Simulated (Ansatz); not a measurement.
La2O3 with two functionals, pressure 4.5 GPa

The parent structure is La2O3 (space group P-3m1, No. 164; a = 3.940 Å, c = 6.188 Å).

(Cell as relaxed with PBE.)

Levels (all Ansatz, an electronic-structure program, PAW, earlier PAW set): PBE (420 eV, no spin-orbit coupling); r2SCAN (500 eV, no spin-orbit coupling).

Each level relaxes its own structure.

| base | PBE | r2SCAN |
|---|---|---|
| volume per atom | 16.64 Å³ | 16.43 Å³ |
| lattice parameter a | 3.940 Å | 3.935 Å |
| band gap | 3.83 eV | 4.23 eV |

Perturbation: cell and atoms relaxed at a pressure of 4.5 GPa.

```csv
quantity,PBE,r2SCAN
gap character,"indirect, L → M","indirect, L → K"
shortest interatomic distance,2.352 Å,2.350 Å
mean gap deformation potential ΔEg/Δln V,-0.8 eV,-0.1 eV
```

They disagree on the gap character; PBE's shortest interatomic distance lies 0.002 Å above r2SCAN's (0.1 %); PBE's mean gap deformation potential ΔEg/Δln V lies 0.7 eV below r2SCAN's. Neither level is exact; r2SCAN is the comparison here, not a measurement.

Load acts through the strain it causes; cell and atoms are relaxed under it. Gaps are Kohn–Sham eigenvalue differences; semilocal functionals usually give less than the measured gap. Whether these cells are dynamically stable was not tested.
